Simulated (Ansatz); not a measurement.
Here is the system:

End structure of a constructed model of the (111) surface of fcc Pt, a layer of In in place of the second plane (bottom of the slab: a bare face, its two planes held):

```xyz
6
Lattice="2.8072 0.0000 0.0000 -1.4036 2.4311 0.0000 0.0000 0.0000 28.0000" Properties=species:S:1:pos:R:3 pbc="T T T"
Pt     0.0000     1.6207     8.2338
Pt     1.4036     0.8104    10.5259
Pt     0.0000     0.0000    12.8154
Pt     0.0000     1.6207    15.1715
In     1.4036     0.8104    17.5349
Pt     0.0000     0.0000    19.8840
```

Model: 6-atom slab, 11.5 Å thick at the start, 15x15x1 mesh, Fermi-Dirac 0.1 eV, dipole correction, 2 atoms held, the rest relaxed; symmetry of the start imposed; no spin, no spin-orbit, no U. In PBE it is, or lies within 0.01 eV a 1x1 cell of, the lowest of the 2 structures of its composition computed so far; larger cells were not tried.

### Question
Give the work function of the top face at the level PBE (Ansatz, a program for electronic structure).

### Answer
5.41 eV
